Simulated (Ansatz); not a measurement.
The starting structures come from a database of crystals and need not be the phases stable at ambient conditions.

By LDA, the system below comes out a metal.

Without scattering a metal conducts by its projected Fermi surface.

Given:

```yaml
crystal:
  lattice:
    - [3.27275, 0.00000, 0.00000]
    - [0.00000, 5.88948, 0.00000]
    - [1.63637, -2.94474, 2.94474]
  atoms:
    - { symbol: In, position: [0.25000, 0.50000, 0.00000] }
    - { symbol: Sb, position: [0.00000, 0.00000, 0.00000] }
```

Space group of this cell: I-4m2. The cell is taken as given; by LDA its mean pressure is -4.2 GPa.

The current flows along the normal of the first two printed cell vectors, the (100) plane of the conventional cell. No spin-orbit coupling; the value is a mean over 0.1 eV about the Fermi level.

**Question.** Compute, with LDA run with Ansatz (an electronic-structure program), the ballistic conductance per area.

**Answer.** 0.60 × 10¹⁵ S/m² for both spins.
